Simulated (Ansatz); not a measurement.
Given:

```
CELL_PARAMETERS angstrom
      2.71700     0.00000     0.00000
      1.35850     2.35299     0.00000
      0.00000     0.00000     4.24991
ATOMIC_POSITIONS crystal
  Ru 0.33333 0.33333 0.75000
  Ru 0.66667 0.66667 0.25000
```

No spin polarisation.

Method: Ansatz (a program for electronic structure) r2SCAN, without spin-orbit coupling. Settings: 20×20×11 k-points, 0.05 eV Fermi–Dirac smearing.

**Question.** What is the computed band gap?

**Answer.** Zero.

**Question.** Estimate the space group.

**Answer.** P6_3/mmc (No. 194).

**Question.** Predict the pressure (mean of the normal stresses, compression positive).

**Answer.** -2.1 GPa.

The cells carry an imposed strain or load. Whether these cells are dynamically stable was not tested. All final runs are without spin polarisation. The cell was made from Ru in the hcp (Mg type) structure (space group P6_3/mmc, No. 194) by this change: biaxial strain +0.46 %, plane normal [001], relaxed out of plane.
